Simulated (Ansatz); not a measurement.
**How far PBE and r2SCAN part for hypothetical cubic perovskite MnTlBr3**

Start from MnTlBr$_{3}$ in the cubic perovskite structure (space group Pm-3m, No. 221; a = 5.352 Å; ferromagnetic; a hypothetical phase, not in the database extracts checked).

(Cell as relaxed with PBE.)

Levels (all Ansatz, a quantum-chemistry and plane-wave program, PAW): PBE (420 eV, without spin-orbit coupling); r2SCAN (500 eV, no spin-orbit coupling).

Each level relaxes its own structure.

```csv
quantity,PBE,r2SCAN
volume per atom,30.65 Å³,29.93 Å³
lattice parameter a,10.113 bohr,10.033 bohr
band gap,0.90 eV,1.62 eV
gap character,"indirect, R → Γ","indirect, R → Γ"
electron mass,0.25 mₑ,0.26 mₑ
magnetic state,ferromagnetic,ferromagnetic
largest site moment,4.43 μB,4.51 μB
```

PBE's volume per atom lies 0.72 Å³ above r2SCAN's (2.4 %); PBE's lattice parameter a lies 0.080 bohr above r2SCAN's (0.8 %); PBE's band gap lies 0.72 eV below r2SCAN's; PBE's largest site moment lies 0.08 μB below r2SCAN's; the two agree on the gap character and magnetic state. Neither level is exact; r2SCAN is the comparison here, not a measurement.

Spin-orbit coupling, missing from the scalar runs, can matter with Tl. Masses are band curvatures over ±0.01 Å⁻¹ around the edge. No phonon test of stability was made. No Hubbard U is applied and the magnetic state is the run's own (MnTlBr3 ferromagnetic); small cells can't hold the antiferromagnetic order that many such compounds have, so gaps and moments can be off. Many cubic perovskites are stable only at high temperature; tilts and polar distortions were not tested.
